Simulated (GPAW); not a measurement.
## A self-consistent single point of BaSO4 (F-43m, 6 atoms in the cell) with GPAW

Method of the run: LDA (Perdew-Wang 92), GPAW PAW datasets LDA (gpaw-data 1.0.1) (plane waves; GPAW 25.7.0).

The input file:

```python
from ase import Atoms
from ase.units import GPa
from gpaw import GPAW, PW, FermiDirac

atoms = Atoms(['Ba', 'S', 'O', 'O', 'O', 'O'],
              cell=[[0.000000, 3.698780, 3.698780],
                    [3.698780, 0.000000, 3.698780],
                    [3.698780, 3.698780, 0.000000]],
              positions=[[3.698780, 3.698780, 3.698780],
                         [0.000000, 0.000000, 0.000000],
                         [0.861002, 0.861002, 0.861002],
                         [0.861002, 2.837778, 2.837778],
                         [2.837778, 2.837778, 0.861002],
                         [2.837778, 0.861002, 2.837778]],
              pbc=True)

calc = GPAW(mode=PW(950),
            xc='LDA',
            kpts={'size': (6, 6, 6), 'gamma': True},
            occupations=FermiDirac(0.01),
            nbands=-6,
            convergence={'density': 1e-05, 'energy': 1e-05, 'bands': -4},
            symmetry={'symmorphic': False, 'tolerance': 0.0005},
            maxiter=150)

atoms.calc = calc

energy = atoms.get_potential_energy()
print('Energy (eV):', round(energy, 6))
forces = atoms.get_forces()
print('Forces (eV/Ang):')
print(forces.round(5))
stress = atoms.get_stress()
print('Stress (GPa, Voigt):', (stress / GPa).round(4))
```

Log, with long lists cut:

```
Input parameters:
  convergence: {bands: -4,
                density: 1e-05,
                energy: 1e-05}
  kpts: {gamma: True,
         size: (6, 6, 6)}
  maxiter: 150
  mode: {ecut: 950.0,
         name: pw}
  nbands: -6
  occupations: {fixmagmom: False,
                name: fermi-dirac,
                width: 0.01}
  symmetry: {symmorphic: False,
             tolerance: 0.0005}

species:
  Ba:
    name: Barium
    Z: 56.0
    valence: 10
    core: 46
    charge: 0.0
    file: Ba.LDA.gz

    # Using partial waves for Ba as LCAO basis

  S:
    name: Sulfur
    Z: 16.0
    valence: 6
    core: 10
    charge: 0.0
    file: S.LDA.gz

    # Using partial waves for S as LCAO basis

  O:
    name: Oxygen
    Z: 8.0
    valence: 6
    core: 2
    charge: 0.0
    file: O.LDA.gz

    # Using partial waves for O as LCAO basis

Reference energy: -240043.989769  # eV

Spin-paired calculation

Convergence criteria:
 Maximum [total energy] change in last 3 cyles: 1e-05 eV / valence electron
 Maximum integral of absolute [dens]ity change: 1e-05 electrons / valence electron
 Maximum integral of absolute [eigenst]ate change: 4e-08 eV^2 / valence electron
 Maximum number of scf [iter]ations: 150

Symmetries present (total): 24
Symmetries with fractional translations: 0
216 k-points: 6 x 6 x 6 Monkhorst-Pack grid + [1/12,1/12,1/12]
16 k-points in the irreducible part of the Brillouin zone
       k-points in crystal coordinates                weights
   0:     0.00000000    0.00000000    0.00000000          1/216
   1:     0.16666667    0.16666667    0.00000000          6/216
   2:     0.16666667    0.16666667    0.16666667          8/216
   [... 7 lines left out ...]
          ...
  15:     0.50000000    0.50000000    0.50000000          4/216

Wave functions: Plane wave expansion
  Cutoff energy: 950.000 eV
  Number of coefficients (min, max): 6698, 6754
  Pulay-stress correction: 0.000000 eV/Ang^3 (de/decut=0.000000)

Occupation numbers: Fermi-Dirac:
  width: 0.0100  # eV

Eigensolver

Densities:
  Coarse grid: 40*40*40 grid
  Fine grid: 80*80*80 grid
  Total Charge: 0.000000

Density mixing:
  Method: separate
  Backend: pulay
  Linear mixing parameter: 0.05
  old densities: 5
  Damping of long wavelength oscillations: 50

Hamiltonian:
  XC and Coulomb potentials evaluated on a 80*80*80 grid
  External potential:
    NoExternalPotential

Number of atoms: 6
Number of atomic orbitals: 25
Number of bands in calculation: 26
Number of valence electrons: 40
Bands to converge: 22

Density initialized from atomic densities
  25 bands from LCAO basis set
  1 band from random numbers

Atomic positions and initial magnetic moments

Positions:
   0 Ba     3.698780    3.698780    3.698780    ( 0.0000,  0.0000,  0.0000)
   1 S      0.000000    0.000000    0.000000    ( 0.0000,  0.0000,  0.0000)
   2 O      0.861002    0.861002    0.861002    ( 0.0000,  0.0000,  0.0000)
   3 O      0.861002    2.837778    2.837778    ( 0.0000,  0.0000,  0.0000)
   4 O      2.837778    2.837778    0.861002    ( 0.0000,  0.0000,  0.0000)
   5 O      2.837778    0.861002    2.837778    ( 0.0000,  0.0000,  0.0000)

Unit cell:
           periodic     x           y           z      points  spacing
  1. axis:    yes    0.000000    3.698780    3.698780    40     0.1068
  2. axis:    yes    3.698780    0.000000    3.698780    40     0.1068
  3. axis:    yes    3.698780    3.698780    0.000000    40     0.1068

  Lengths:   5.230865   5.230865   5.230865
  Angles:   60.000000  60.000000  60.000000

Effective grid spacing dv^(1/3) = 0.1165

     iter     time        total  log10-change:
                         energy   eigst   dens
iter:   1 --:--:--   -48.120750   +0.72
iter:   2 --:--:--   -46.925423   +0.10  -0.87
iter:   3 --:--:--   -43.772289   -0.05  -0.94
iter:   4 --:--:--   -43.944225   -0.28  -1.27
iter:   5 --:--:--   -43.686995   -0.36  -1.40
iter:   6 --:--:--   -43.684562   -0.76  -1.88
iter:   7 --:--:--   -43.682233   -1.24  -1.92
iter:   8 --:--:--   -43.634878   -1.47  -1.94
iter:   9 --:--:--   -43.637661   -2.17  -2.66
iter:  10 --:--:--   -43.633535   -2.62  -2.43
iter:  11 --:--:--   -43.633228   -3.11  -2.93
iter:  12 --:--:--   -43.633211c  -3.46  -3.47
iter:  13 --:--:--   -43.633234c  -3.75  -3.47
iter:  14 --:--:--   -43.633320c  -3.81  -3.35
iter:  15 --:--:--   -43.633388c  -4.37  -3.24
iter:  16 --:--:--   -43.633478c  -4.18  -3.14
iter:  17 --:--:--   -43.633200c  -3.83  -3.07
   [... 4 lines left out ...]
iter:  22 --:--:--   -43.633206c  -6.03  -3.73
iter:  23 --:--:--   -43.633200c  -5.89  -3.67
iter:  24 --:--:--   -43.633189c  -5.71  -3.85
iter:  25 --:--:--   -43.633189c  -7.33  -4.73
iter:  26 --:--:--   -43.633189c  -6.96  -4.80
iter:  27 --:--:--   -43.633189c  -7.99c -4.57
iter:  28 --:--:--   -43.633189c  -8.53c -4.68
iter:  29 --:--:--   -43.633189c  -8.76c -4.65
iter:  30 --:--:--   -43.633189c  -7.46c -4.68
iter:  31 --:--:--   -43.633189c  -9.06c -5.22c

Converged after 31 iterations.

Dipole moment: (-11.210634, -11.210634, -11.210634) |e|*Ang

Energy contributions relative to reference atoms: (reference = -240043.989769)

Kinetic:        +29.665134
Potential:      -25.144352
External:        +0.000000
XC:             -48.721272
Entropy (-ST):   -0.000000
Local:           +0.567302
SIC:             +0.000000
--------------------------
Free energy:    -43.633189
Extrapolated:   -43.633189

Showing only first 2 kpts
 Kpt  Band  Eigenvalues  Occupancy
  0    18      3.09977    2.00000
  0    19      3.09977    2.00000
  0    20      7.27752    0.00000
  0    21      9.29299    0.00000

  1    18      2.94928    2.00000
  1    19      2.94928    2.00000
  1    20      7.73537    0.00000
  1    21      9.28401    0.00000

Fermi level: 3.83681

Gap: 4.166 eV
Transition (v -> c):
  (s=0, k=15, n=19, [0.50, 0.50, 0.50]) -> (s=0, k=0, n=20, [0.00, 0.00, 0.00])
Direct/indirect transitions are different
Direct gap: 4.178 eV
Transition at: (s=0, k=0, n=19, [0.00, 0.00, 0.00])
Energy (eV): -43.633189

Forces in eV/Ang:
  0 Ba    0.00000   -0.00000    0.00000
  1 S     0.00000    0.00000    0.00000
  2 O    -0.15087   -0.15087   -0.15087
  3 O    -0.15087    0.15087    0.15087
  4 O     0.15087    0.15087   -0.15087
  5 O     0.15087   -0.15087    0.15087

Stress tensor:
     0.033361     0.000000     0.000000
     0.000000     0.033361    -0.000000
     0.000000    -0.000000     0.033361
Stress (GPa, Voigt): [ 5.345  5.345  5.345 -0.     0.     0.   ]
```

The run converged in 31 iterations. GPAW prints stress with tension positive.

At such cutoffs GPAW's stress carries a finite-basis (Pulay) error, which enters relaxed cells too; its log prints stress with tension positive.

The starting cell comes from a database of computed structures (which also holds hypothetical and non-ambient phases and stackings), without a prior relaxation at this level.

Cost on one core of a shared machine: roughly 4 min.
